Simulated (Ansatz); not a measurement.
Band structure of MgTi (P2_1/m, 12 atoms in the cell).

```
CELL_PARAMETERS angstrom
      6.25745     0.00000     0.00000
      0.00000     4.82616     0.00000
     -1.54826     0.00000     7.98750
ATOMIC_POSITIONS crystal
  Mg 0.47197 0.25000 0.38714
  Mg 0.52803 0.75000 0.61286
  Mg 0.86527 0.75000 0.93831
  Mg 0.13473 0.25000 0.06169
  Mg 0.35712 0.75000 0.94286
  Mg 0.64288 0.25000 0.05714
  Ti 0.97451 0.25000 0.40120
  Ti 0.02549 0.75000 0.59880
  Ti 0.82791 0.25000 0.69657
  Ti 0.17209 0.75000 0.30343
  Ti 0.26792 0.25000 0.70212
  Ti 0.73208 0.75000 0.29788
```

Method: PBEsol, default PAW files made with PBE (plane waves; Ansatz, a first-principles code).

Settings: basis.ecutwfc = 420 eV; kpoints.mp_grid.grid = 3 4 3; hamiltonian.xc = pbesol; hamiltonian.pseudopotentials = {kind: paw} (the program's default PAW files); scf.occupations.method = cold; scf.occupations.width = 0.1 eV; kpoints.band_path.npoints = 6.

The starting cell comes from a database of computed structures (which also holds hypothetical and non-ambient phases and stackings), without a prior relaxation at this level. Its lattice was rescaled by a random factor within 2.5 % of one. Spin polarisation is off.

Levels in eV from the Fermi level, bands 63 to 70:
```json
[
 {"point": "Γ", "63": "-0.64", "64": "-0.59", "65": "-0.19", "66": "-0.19", "67": "0.08", "68": "0.32", "69": "0.56", "70": "0.78"},
 {"point": "Y", "63": "-0.73", "64": "-0.57", "65": "-0.48", "66": "-0.34", "67": "-0.01", "68": "0.31", "69": "0.65", "70": "0.79"},
 {"point": "H", "63": "-0.26", "64": "-0.11", "65": "-0.07", "66": "0.04", "67": "0.11", "68": "0.14", "69": "0.29", "70": "0.48"},
 {"point": "C", "63": "-0.21", "64": "-0.07", "65": "-0.01", "66": "0.03", "67": "0.05", "68": "0.18", "69": "0.36", "70": "0.37"},
 {"point": "E", "63": "-0.43", "64": "-0.43", "65": "-0.11", "66": "-0.11", "67": "0.04", "68": "0.04", "69": "0.18", "70": "0.18"},
 {"point": "M1", "63": "-0.35", "64": "-0.35", "65": "-0.09", "66": "-0.09", "67": "0.00", "68": "0.00", "69": "0.19", "70": "0.19"},
 {"point": "A", "63": "-0.60", "64": "-0.60", "65": "-0.17", "66": "-0.17", "67": "0.13", "68": "0.13", "69": "0.21", "70": "0.21"},
 {"point": "X", "63": "-0.24", "64": "-0.23", "65": "0.05", "66": "0.14", "67": "0.15", "68": "0.38", "69": "0.41", "70": "0.50"},
 {"point": "H1", "63": "-0.26", "64": "-0.11", "65": "-0.07", "66": "0.04", "67": "0.11", "68": "0.14", "69": "0.29", "70": "0.48"}
]
```

Bands cross the Fermi level along this path, so the cell is metallic at this level.

Keys are those of Ansatz 0.2.
